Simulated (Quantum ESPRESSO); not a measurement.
Worked example: self-consistent single point of Mg₁₆Al₁₂Se (R3m, 29 atoms in the cell) in Quantum ESPRESSO.

Method: PBEsol, GBRV 1.5 ultrasoft (PBESOL) pseudopotentials (plane waves; Quantum ESPRESSO).

```yaml
crystal:
  lattice:
    - [7.37650, -4.25882, 3.11060]
    - [0.00000, 8.51765, 3.11060]
    - [-7.37650, -4.25882, 3.11060]
  atoms:
    - { symbol: Mg, position: [0.00012, 0.34602, 0.00012] }
    - { symbol: Mg, position: [0.00012, 0.00012, 0.34602] }
    - { symbol: Mg, position: [0.34602, 0.00012, 0.00012] }
    - { symbol: Mg, position: [0.97197, 0.97197, 0.97197] }
    - { symbol: Mg, position: [0.68870, 0.28991, 0.68870] }
    - { symbol: Mg, position: [0.68870, 0.68870, 0.28991] }
    - { symbol: Mg, position: [0.28991, 0.68870, 0.68870] }
    - { symbol: Mg, position: [0.41152, 0.70690, 0.41152] }
    - { symbol: Mg, position: [0.41152, 0.41152, 0.70690] }
    - { symbol: Mg, position: [0.70690, 0.41152, 0.41152] }
    - { symbol: Mg, position: [0.32387, 0.00266, 0.59813] }
    - { symbol: Mg, position: [0.59813, 0.32387, 0.00266] }
    - { symbol: Mg, position: [0.00266, 0.59813, 0.32387] }
    - { symbol: Mg, position: [0.59813, 0.00266, 0.32387] }
    - { symbol: Mg, position: [0.00266, 0.32387, 0.59813] }
    - { symbol: Mg, position: [0.32387, 0.59813, 0.00266] }
    - { symbol: Al, position: [0.18881, 0.80981, 0.18881] }
    - { symbol: Al, position: [0.18881, 0.18881, 0.80981] }
    - { symbol: Al, position: [0.80981, 0.18881, 0.18881] }
    - { symbol: Al, position: [0.35349, 0.16419, 0.35349] }
    - { symbol: Al, position: [0.35349, 0.35349, 0.16419] }
    - { symbol: Al, position: [0.16419, 0.35349, 0.35349] }
    - { symbol: Al, position: [0.63681, 0.01276, 0.82445] }
    - { symbol: Al, position: [0.82445, 0.63681, 0.01276] }
    - { symbol: Al, position: [0.01276, 0.82445, 0.63681] }
    - { symbol: Al, position: [0.82445, 0.01276, 0.63681] }
    - { symbol: Al, position: [0.01276, 0.63681, 0.82445] }
    - { symbol: Al, position: [0.63681, 0.82445, 0.01276] }
    - { symbol: Se, position: [0.62850, 0.62850, 0.62850] }
```

Reference input (self-consistent single point, DFT, PBEsol, plane waves, GBRV 1.5 ultrasoft (PBESOL) pseudopotentials): ecutwfc = 40 Ry; ecutrho = 200 Ry; occupations = smearing; smearing = gauss; degauss = 0.0073499 Ry; potentials = {Mg: mg_pbesol_v1.4.uspp.F.UPF, Al: al_pbesol_v1.uspp.F.UPF, Se: se_pbesol_v1.uspp.F.UPF}; K_POINTS = automatic 3 3 3 0 0 0; conv_thr = 1e-09 Ry; mixing_beta = 0.7. This run's input differs from it in these lines:

```diff
@@ -14,4 +14,4 @@
  ntyp = 3
- ecutwfc = 40
- ecutrho = 200
+ ecutwfc = 24
+ ecutrho = 120
  occupations = 'smearing'
```

The program printed (abridged):

```
     Self-consistent Calculation

     iteration #  1     ecut=    24.00 Ry     beta= 0.70

     total energy              =   -2122.29174237 Ry
     estimated scf accuracy    <       3.36725572 Ry

     iteration #  2     ecut=    24.00 Ry     beta= 0.70

     total energy              =   -2122.64224624 Ry
     estimated scf accuracy    <       2.34472806 Ry

     iteration #  3     ecut=    24.00 Ry     beta= 0.70

     total energy              =   -2123.10039260 Ry
     estimated scf accuracy    <       2.17487664 Ry

   [... 9 blocks of this kind left out ...]

     iteration # 13     ecut=    24.00 Ry     beta= 0.70

     total energy              =   -2123.43469069 Ry
     estimated scf accuracy    <          2.1E-09 Ry

     iteration # 14     ecut=    24.00 Ry     beta= 0.70
     End of self-consistent calculation

     the Fermi energy is     6.2919 ev

!    total energy              =   -2123.43469069 Ry
     estimated scf accuracy    <          2.5E-10 Ry
     smearing contrib. (-TS)   =      -0.00547471 Ry
     internal energy E=F+TS    =   -2123.42921598 Ry

     convergence has been achieved in  14 iterations

     Forces acting on atoms (cartesian axes, Ry/au):

     atom    1 type  1   force =     0.00000000   -0.00045078    0.00047601
     atom    2 type  1   force =     0.00039039    0.00022539    0.00047601
     atom    3 type  1   force =    -0.00039039    0.00022539    0.00047601
     atom    4 type  1   force =     0.00000000    0.00000000   -0.00006881
     atom    5 type  1   force =     0.00000000    0.00036823    0.00013316
   [... 20 lines left out ...]
   [... lines left out ...]

     Total force =     0.006365     Total SCF correction =     0.000045

          total   stress  (Ry/bohr**3)                   (kbar)     P=     -402.79
  -0.00273882   0.00000000   0.00000000         -402.89        0.00        0.00
   0.00000000  -0.00273882  -0.00000000            0.00     -402.89       -0.00
   0.00000000  -0.00000000  -0.00273672            0.00       -0.00     -402.58

   JOB DONE.
```

The run converged in 14 iterations. Against the reference run the free energy goes up by 832 meV/atom, the pressure goes from -1.20 to -40.28 GPa and the largest force goes from 0.044 to 0.053 eV/Å.

The starting cell comes from a database of computed structures (which also holds hypothetical and non-ambient phases and stackings), without a prior relaxation at this level. At the lowered cutoff the pressure carries the error of an incomplete plane-wave basis. The run gives no clean gap (levels at the Fermi energy touch, overlap or are partly filled at this smearing), which alone does not show that the compound is a metal.

Cost on one core of a shared machine: roughly 5 min.
